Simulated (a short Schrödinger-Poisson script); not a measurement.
Structure: MOS inversion layer, SiO2 on p-type Si(100), at 300 K.

| layer | material | thickness (nm) | Na (cm⁻³) |
|---|---|---|---|
| 1 | SiO2 | 2.5 | - |
| 2 | Si | 1400 | 9.7e16 |

The device is made up for the run: typed textbook-type constants, with dimensions and the other settings drawn at random. SiO2: permittivity 3.9, conduction-band edge (eV) 3.15, gap (eV) 9, electron mass (mₑ) 0.5. Si: permittivity 11.7, conduction-band edge (eV) 0, gap (eV) 1.124, Nv at 300 K (cm⁻³) 3.1e19.

Channel valleys (confinement mass, in-plane density-of-states mass, number): Δ2 0.916, 0.19, 2; Δ4 0.19, 0.417, 4. At the gate the conduction-band edge of layer 1 lies 3.3 eV − eVg above the Fermi level of the channel; the field vanishes at the back. Gaps are held at their typed values at every temperature. Mesh 0.03 nm at interfaces.

Solved with a short Schrödinger-Poisson script written for these runs: 1D Poisson equation in equilibrium, electrons quantum, Hartree (BenDaniel-Duke, 12 states a valley, the channel's in-plane mass for all, wave functions ending at the dielectric), parabolic valleys, classical holes, full ionisation, no traps, pinning or gate leakage.

At Vg = 1.7 V the centroid of the electrons lies 1.70 nm from the interface.

Estimate the gate capacitance as the dielectric in series with that distance, and compare.

The dielectric alone has 1.38 μF/cm²; in series with 1.70 nm of the channel's permittivity, 1.13 μF/cm²; the run gives 1.19 μF/cm². The estimate leaves out the density-of-states capacitance and the centroid's move with voltage.
